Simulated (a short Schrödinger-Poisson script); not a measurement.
Structure: MOS inversion layer, SiO2 on p-type Si(111), at 300 K.

```tsv
layer	material	thickness (nm)	Na (cm⁻³)
1	SiO2	1.9	-
2	Si	1400	9.9e16
```

The device is made up for the run: typed textbook-type constants, with dimensions and the other settings drawn at random. SiO2: permittivity 3.9, conduction-band edge (eV) 3.15, gap (eV) 9, electron mass (mₑ) 0.5. Si: permittivity 11.7, conduction-band edge (eV) 0, gap (eV) 1.124, Nv at 300 K (cm⁻³) 3.1e19.

Channel valleys (confinement mass, in-plane density-of-states mass, number): Δ6 0.258, 0.358, 6. At the gate the conduction-band edge of layer 1 lies 3.67 eV − eVg above the Fermi level of the channel; the field vanishes at the back. Gaps are held at their typed values at every temperature. Mesh 0.03 nm at interfaces.

Solved with a short Schrödinger-Poisson script written for these runs: 1D Poisson equation in equilibrium, electrons quantum, Hartree (BenDaniel-Duke, 12 states a valley, the channel's in-plane mass for all, wave functions ending at the dielectric), parabolic valleys, classical holes, full ionisation, no traps, pinning or gate leakage.

Problem. List the lowest subbands of each valley and their electrons at Vg = 2.1 V.

Solution. 
| valley | subband | energy from the Fermi level (meV) | electrons (cm⁻²) | share (%) |
|---|---|---|---|---|
| Δ6 | 0 | 9.0 | 1.24e13 | 98.0 |
| Δ6 | 1 | 120.2 | 2.21e11 | 1.7 |
| Δ6 | 2 | 176.0 | 2.56e10 | 0.2 |

All electrons: 1.26e13 cm⁻².
